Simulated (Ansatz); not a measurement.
Start from SnO2 in the rutile structure (space group P4_2/mnm, No. 136; a = 4.760 Å, c = 3.201 Å).

The other end (x = 1) is SiO2 in the rutile structure (space group P4_2/mnm, No. 136): 7.79 Å³/atom, gap 6.51 eV.

Computed with r2SCAN in Ansatz (plane waves to 500 eV, PAW, no spin-orbit coupling).

Si replaces a fraction x of Sn; each row is one arrangement (x, atoms in the cell, starting space group or random), fully relaxed.

One change was made to it. Results:

The mixing energy is +115 meV/atom; the deviation of the volume from the linear (Vegard-type) interpolation comes out as -0.8 %.

Question: Name the change that was made.
A. x(Si) = 0.25, 12 atoms, Cmmm
B. x(Si) = 0.25, 12 atoms, C2/m
C. x(Si) = 0.75, 12 atoms, C2/m
D. x(Si) = 0.75, 12 atoms, Cmmm

Answer: D, x(Si) = 0.75, 12 atoms, Cmmm. For comparison, the mixing energy in the other runs: x(Si) = 0.25, 12 atoms, C2/m gives +78 meV/atom; x(Si) = 0.75, 12 atoms, C2/m gives +101 meV/atom; x(Si) = 0.25, 12 atoms, Cmmm gives +78 meV/atom.

Each cell is one ordered arrangement of few atoms, which overstates ordering effects compared with a random alloy. Whether these cells are dynamically stable was not tested.

Ansatz is a first-principles code.
